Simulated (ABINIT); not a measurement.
Band structure of GaIr (Pm-3m, 2 atoms in the cell).

```
CELL_PARAMETERS angstrom
      3.02850     0.00000     0.00000
      0.00000     3.02850     0.00000
      0.00000     0.00000     3.02850
ATOMIC_POSITIONS crystal
  Ga 0.00000 0.00000 0.00000
  Ir 0.50000 0.50000 0.50000
```

Method: PBEsol, norm-conserving pseudopotentials (PseudoDojo nc-sr-04 PBEsol standard) (plane waves; ABINIT).

Settings: pseudos = [Ga.upf, Ir.upf]; ecut = 40 Ha; occopt = 7; tsmear = 0.00367493 Ha; ngkpt = 9 9 9; nshiftk = 1; shiftk = 0 0 0; potentials = PseudoDojo nc-sr-04 PBEsol standard; kptopt = 1; nstep = 100; tolvrs1 = 1e-12; ndtset = 2; getden2 = 1.

The starting cell comes from a database of computed structures (which also holds hypothetical and non-ambient phases and stackings), without a prior relaxation at this level. Spin-orbit coupling is off. Spin polarisation is off.

Levels in eV from the Fermi level, bands 12 to 19:
```tsv
point	12	13	14	15	16	17	18	19
Γ	-5.04	-1.37	-1.37	-1.37	3.84	3.84	3.84	9.16
X	-4.70	-3.51	-3.51	-1.32	0.30	8.64	10.89	10.89
M	-3.33	-3.33	-2.52	-2.52	-0.13	2.84	3.48	8.27
R	-6.52	-1.66	-0.03	-0.03	3.50	3.50	3.50	6.25
```

Bands cross the Fermi level along this path, so the cell is metallic at this level.
